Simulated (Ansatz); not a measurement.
The parent structure is Pt in the fcc (Cu type) structure (space group Fm-3m, No. 225; a = 3.9183 Å).

Perturbation: Ag takes the place of Pt on all its sites; the structure is relaxed again.

Levels (all Ansatz, a program for electronic structure, PAW): PBEsol (420 eV, no SOC); PBEsol+SOC (420 eV, spin-orbit coupling included).

The geometry is relaxed with PBEsol.

| Quantity | Result |
|---|---|
| PBEsol pressure | 0.0 GPa |

How does going to PBEsol+SOC change the pressure?

The pressure goes from zero to -0.2 GPa.

Single points use the geometry relaxed with PBEsol. Differences between runs with and without spin-orbit coupling are approximate. No phonon test of stability was made. The runs without spin-orbit coupling are not spin-polarised.
